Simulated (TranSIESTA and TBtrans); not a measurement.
Device: Na chain with one bond stretched by 0.6 Å. Leads: straight Na chain, spacing 3.498 Å. Geometry: as built, not relaxed. Transport runs along z; the first 6 and the last 6 of the 18 atoms are the lead cells, repeated to infinity.

```xyz
18
Lattice="9.000 0.000 0.000 0.000 9.000 0.000 0.000 0.000 63.564" Properties=species:S:1:pos:R:3 pbc="F F T"
Na     4.500     4.500     0.000
Na     4.500     4.500     3.498
Na     4.500     4.500     6.996
Na     4.500     4.500    10.494
Na     4.500     4.500    13.992
Na     4.500     4.500    17.490
Na     4.500     4.500    20.988
Na     4.500     4.500    24.486
Na     4.500     4.500    27.984
Na     4.500     4.500    32.082
Na     4.500     4.500    35.580
Na     4.500     4.500    39.078
Na     4.500     4.500    42.576
Na     4.500     4.500    46.074
Na     4.500     4.500    49.572
Na     4.500     4.500    53.070
Na     4.500     4.500    56.568
Na     4.500     4.500    60.066
```

Run with TranSIESTA and TBtrans (open boundaries, self-consistent; PseudoDojo norm-conserving potentials, scalar-relativistic): PAO.BasisSize DZP, PAO.EnergyShift 0.15 eV, XC.Authors PBE, Mesh.Cutoff 200 Ry, ElectronicTemperature 300 K, TS.Voltage 0.0 eV, TBT.Elecs.Eta 0.001 eV, no spin polarisation.

Energies count from the leads' Fermi level. Transmissions are for one spin of a degenerate pair. The energy step is 0.01 eV; narrower resonances are cut or missed.

```
E (eV)      T
------  -----
-0.20   0.943
-0.15   0.949
-0.10   0.953
-0.05   0.956
0.00    0.958
0.05    0.958
0.10    0.959
0.15    0.959
0.20    0.958
```

Question: Give the zero-bias conductance in μS and the resistance at 300 K.

Answer: At the Fermi level T = 0.958. Averaged with −∂f/∂E over the full grid (kT = 25.9 meV) it is 0.957. With G0 = 2e²/h = 77.48 μS, G = 74.1 μS and R = 1/G = 13.5 kΩ.

Question: The eigenchannels at the Fermi level transmit 0.958. What Fano factor of the shot noise follows at low temperature and bias?

Answer: F = Σ τ(1 − τ)/Σ τ = 0.0402/0.958 = 0.04.

The straight chain is held at its spacing; free chains may zigzag or dimerise. No spin-polarised start was tried, so a magnetic state, if there is one, is missed.
